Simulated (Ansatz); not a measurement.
Results of r²SCAN in Ansatz (PAW) for AlB2-type TiB₂.

Settings: plane-wave cutoff 560 eV, 24×24×18 k mesh (along the axes of the cell as run), Fermi–Dirac smearing 0.05 eV, no spin polarisation, scalar-relativistic PAW data made under PBE.

Response to compression and expansion:

Shape and atoms are relaxed at each volume.

```json
[
 {"V (Å³/atom)": "8.171", "P (GPa)": "11.38", "c (Å)": "3.167", "a (Å)": "2.989"},
 {"V (Å³/atom)": "8.341", "P (GPa)": "5.41", "c (Å)": "3.195", "a (Å)": "3.007"},
 {"V (Å³/atom)": "8.512", "P (GPa)": "0.00", "c (Å)": "3.222", "a (Å)": "3.025"},
 {"V (Å³/atom)": "8.682", "P (GPa)": "-4.90", "c (Å)": "3.250", "a (Å)": "3.042"},
 {"V (Å³/atom)": "8.852", "P (GPa)": "-9.35", "c (Å)": "3.277", "a (Å)": "3.059"}
]
```

Note: the bulk modulus comes from volumes at which shape and atoms were relaxed.

Ansatz is a quantum-chemistry and plane-wave program.
